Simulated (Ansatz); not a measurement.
## TiGe (model structure, started from the rocksalt type, Fm-3m, No. 225, 2 atoms in the cell): enthalpy of formation by level of theory

No measured value is used here.

```tsv
level (code)	value (eV/atom)
PBE (Ansatz)	-0.476
PBEsol (Ansatz)	-0.536
PBE-D3(BJ) (Ansatz)	-0.516
r²SCAN (Ansatz)	-0.549
HSE06 (Ansatz)	-0.548
PBE0 (Ansatz)	-0.541
```

HSE06, PBE0: exact exchange on metals is sensitive to the k mesh and can open a false gap. Values are at the level's own equilibrium cell; HSE06 at the r²SCAN cell; PBE0 at the r²SCAN cell. Ansatz's density-functional and Hartree–Fock values are scalar-relativistic unless marked +SOC, with PAW data made under PBE.

A model structure was made by putting elements into a prototype or built by hand; it is no filed structure, need not be a known phase, and can be a saddle point held by its symmetry.

Ansatz is a quantum-chemistry and plane-wave program.
